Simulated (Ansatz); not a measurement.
WP2 (C2/m, No. 12, 6 atoms in the cell; start mp-11329) was calculated with PBEsol (plane waves, PAW; Ansatz, a first-principles code).

Numerical settings: plane-wave cutoff 520 eV, 18×18×10 k mesh (along the axes of the cell as run), Fermi–Dirac smearing 0.05 eV, no spin polarisation, scalar-relativistic PAW data made under PBE.

Cell (relaxed at this level):

```
WP2
1.0
    4.22821    -1.57390     0.00591
    4.22821     1.57390     0.00591
   -3.64589     0.00000     6.49620
P W
4 2
Direct
  0.13862   0.13862   0.02467
  0.86138   0.86138   0.97533
  0.39881   0.39881   0.60062
  0.60119   0.60119   0.39938
  0.84239   0.84239   0.29384
  0.15761   0.15761   0.70616
```

### Question
What does this level give for the bulk modulus B0?

### Answer

- bulk modulus B0: 204 GPa

Note: the bulk modulus is −V dP/dV from two relaxed cells at ±2 % in volume; the relaxation could not lower the start's symmetry, so the cell can be a saddle point above a distorted one.

Spin–orbit coupling is not included; it can open a gap where bands touch, and shift volumes and moduli.

Computed values are for the static lattice.

Cost on a shared machine: about 19 core-minutes (a rough figure).

A start named mp-… is a Materials Project structure, which need not be a measured phase.
